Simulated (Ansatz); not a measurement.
The starting structures come from a database of crystals and need not be the phases stable at ambient conditions.

Inside the gap of an insulator the Bloch states are evanescent, with a wavenumber k + iκ along the transport direction.

Input:

```
CELL_PARAMETERS angstrom
      3.91069     0.00000     0.00000
      1.95535    14.22663     0.00000
      0.00000     0.53750     3.87358
ATOMIC_POSITIONS crystal
  Sr 0.56850 0.86300 0.56850
  Sr 0.43150 0.13700 0.43150
  Sr 0.29760 0.40480 0.29760
  Sr 0.70240 0.59520 0.70240
  Ti 0.00000 0.00000 0.00000
  Ti 0.85990 0.28020 0.85990
  Ti 0.14010 0.71980 0.14010
  O  0.63890 0.72220 0.13890
  O  0.36110 0.27780 0.86110
  O  0.13890 0.72220 0.63890
  O  0.86110 0.27780 0.36110
  O  0.79060 0.41880 0.79060
  O  0.20940 0.58120 0.20940
  O  0.00000 0.00000 0.50000
  O  0.50000 0.00000 0.00000
  O  0.06950 0.86100 0.06950
  O  0.93050 0.13900 0.93050
```

Space group of this cell: I4/mmm. The cell is taken as given; by r2SCAN its mean pressure is -0.8 GPa.

Transport runs along the normal of the first two printed cell vectors, the (101) plane of the conventional cell.

The gap is the functional's own. No spin-orbit coupling. Mid-gap values are interpolated on the energy grid.

**Question.** Compute, with r2SCAN (Ansatz, a first-principles code), the band gap and the smallest decay constant κ at mid-gap.

**Answer.** Gap 2.27 eV on a 8×8×8 mesh; κ = 0.268 1/Å, at the zone centre.
